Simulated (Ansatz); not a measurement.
Take BN in the wurtzite structure (space group P6_3mc, No. 186; a = 2.555 Å, c = 4.225 Å) as the base. Axes: x lies along a and z along c of the hexagonal cell.

Now apply this change: uniaxial strain ε_zz = +1.20 %, all other strain components held at zero, atoms relaxed at fixed cell.

Calculations: Kohn–Sham DFT with the PBE functional, run in Ansatz (a program for electronic structure) with PAW and 420 eV plane waves, spin-orbit coupling left out.

Base, band edges from the VBM (valence, conduction): K -5.37, 5.23; H -3.00, 9.26; M -2.09, 6.69; L -3.53, 6.57; A -1.16, 9.40; Γ 0.00, 8.35 eV.

Q: Give the band edges at the high-symmetry points of the new zone, measured from its valence-band maximum.

A: 
| point | valence edge (eV) | conduction edge (eV) |
|---|---|---|
| Γ | 0.00 | 8.09 |
| M | -2.12 | 6.76 |
| K | -5.27 | 5.22 |
| A | -1.10 | 9.45 |
| L | -3.55 | 6.48 |
| H | -3.02 | 8.99 |

The gap is 5.22 eV, indirect, Γ → K.

No phonon test of stability was made.
